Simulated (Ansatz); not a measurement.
Consider a periodic stack without vacuum, hcp Ti (1 0 0) on rutile SnO2 (1 0 1) (film strained to the substrate, started from cuts of the bulks and a machine-learned relaxation; slabs Sn10O20 and Ti16, which can lie off the formulas): substrate slab Sn10O20, film Ti16, surface cells [[0, 1], [-1, 0]] and [[2, 0], [0, 1]], film strained by -1.1 and +3.8 %, outermost planes O/O and Ti/Ti as cut, which need not be the usual terminations and can put a slab off its formula. Its start:

```xyz
46
Lattice="5.8130 0.0000 0.0534 0.0000 4.8274 -0.0741 2.1720 1.2019 23.6902" Properties=species:S:1:pos:R:3 pbc="T T T"
Sn     0.9818     5.1466     0.8720
Sn     3.3512     2.0825     1.3248
O      5.2858     3.0725     1.8260
O      4.3564     2.2019    -1.5903
O      2.4677     3.8768     2.0038
O      1.2803     2.3068    -1.5459
Sn     2.4856     4.7435     3.8974
Sn     5.4274     2.3285     3.9138
O      1.2719     3.2750     4.6961
O      0.8798     0.9072     3.0599
O      4.2095     3.8386     4.6986
O      3.7688     1.3615     3.2164
Sn     4.2880     4.7860     6.5884
Sn     1.3735     2.3747     6.5947
O      3.0556     3.3049     7.4124
O      2.5891     0.8583     5.8438
O      5.9781     3.8872     7.4245
O      5.5089     1.4414     5.8378
Sn     6.0967     4.8235     9.2977
Sn     3.1498     2.4248     9.3111
O      4.8208     3.3428    10.0297
O      4.3494     0.8831     8.5757
O      1.9305     3.8546    10.1515
O      1.4665     1.4861     8.5115
Sn     2.0036     4.5545    12.2675
Sn     5.3744     2.6843    11.8997
O      7.8581     2.8077    14.9122
O      6.1650     0.8340    11.2820
O      4.8077     2.8754    14.8973
O      3.3573     1.5997    11.6441
Ti     6.3776     4.1033    15.3971
Ti     3.4749     4.3255    14.9768
Ti     6.3643     1.5736    14.1673
Ti     3.3560     1.8716    13.5921
Ti     5.0352     4.3026    18.0583
Ti     2.1486     4.3096    17.9492
Ti     4.8724     1.6913    16.5104
Ti     2.0384     1.7143    16.4790
Ti     3.5056     4.5239    20.4661
Ti     6.5126     4.5707    20.4955
Ti     3.5244     1.9333    19.0234
Ti     6.4497     1.9602    18.9812
Ti     2.0009     4.1491    23.5369
Ti     4.9692     4.7648    22.7973
Ti     2.0756     1.9272    21.8461
Ti     4.9529     2.2092    21.6767
```

The start was prepared with a machine-learned potential, and the result is one local minimum, with the in-plane cell held and forces under 0.04 eV/Å; the film can end far from its bulk form.

Method: PBE (plane waves to 420 eV, PAW; Ansatz, a program for electronic structure). Spin–orbit coupling is left out; the runs are not spin-polarised. Its k-point mesh 5×6×1, Fermi–Dirac width 0.05 eV.

### Question
Predict the relaxed interface.

### Answer
* **interface area**: 28.1 Å²
* **period**: 26.20 Å
* **heights between the nearest atoms of the two slabs at the two interfaces**: -1.35 and -1.35 Å
* **O–Ti contacts across the interfaces within 1.22 times the sum of covalent radii**: 24, mean 2.05 Å
* **Sn–Ti contacts across the interfaces within 1.22 times the sum of covalent radii**: 14, mean 3.01 Å
* **estimate of the barrier**: withheld, since the Fermi level falls at or inside a band of the host, which a slab this thin can't settle
